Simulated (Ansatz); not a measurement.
Functionals compared on the (320) surface of tetragonal indium in its 1x1 cell, outermost plane spacing 0.46 Å in the ideal cut, in Ansatz (plane waves, PAW). The structure was relaxed with PBE; the other rows are single points on it. Cutoff 420 eV (500 eV for r2SCAN).

Set-up: 23 atoms, 10.2 Å thick at the start (thin: gaps and levels are the slab's own); mesh 8x3x1; 0.1 eV smearing; dipole correction on; all atoms relaxed; start symmetry kept, larger cells not searched; no spin, no spin-orbit, no U. These notes are the PBE run's.

```csv
functional,work function of the top face (eV),rough cost of the single point
PBE,3.88,–
LDA,4.15,around 4 core-minutes (rough)
PBEsol,3.96,roughly 4 core-minutes
RPBE,3.75,roughly 4 core-minutes
r2SCAN,4.01,very roughly 9 core-minutes
```

Ansatz is a quantum-chemistry and plane-wave program.
